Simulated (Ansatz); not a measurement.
The reference is SiO$_{2}$ in the rutile structure (space group P4_2/mnm, No. 136; a = 4.2361 Å, c = 2.6904 Å). Axes: x, y, z lie along a, b, c of the conventional cell.

Modification: uniaxial strain ε_zz = −1.20 %, all other strain components held at zero, atoms relaxed at fixed cell.

Computed with PBE in Ansatz (plane waves to 420 eV, PAW, scalar-relativistic without spin-orbit coupling).

Base, band edges from the VBM (valence, conduction): A -1.47, 6.84; M -2.16, 7.03; R -1.67, 8.45; X -1.04, 7.31; Z -2.56, 8.65; Γ 0.00, 5.04 eV.

Question: Give the band edges at the high-symmetry points of the new zone, measured from its valence-band maximum.

Answer: 
| point | valence edge (eV) | conduction edge (eV) |
|---|---|---|
| Γ | 0.00 | 5.30 |
| X | -1.07 | 7.57 |
| M | -2.24 | 7.29 |
| Z | -2.60 | 8.80 |
| R | -1.69 | 8.57 |
| A | -1.49 | 6.95 |

The gap is 5.30 eV, direct at Γ.

No phonon test of stability was made.

Ansatz is a program for electronic structure.
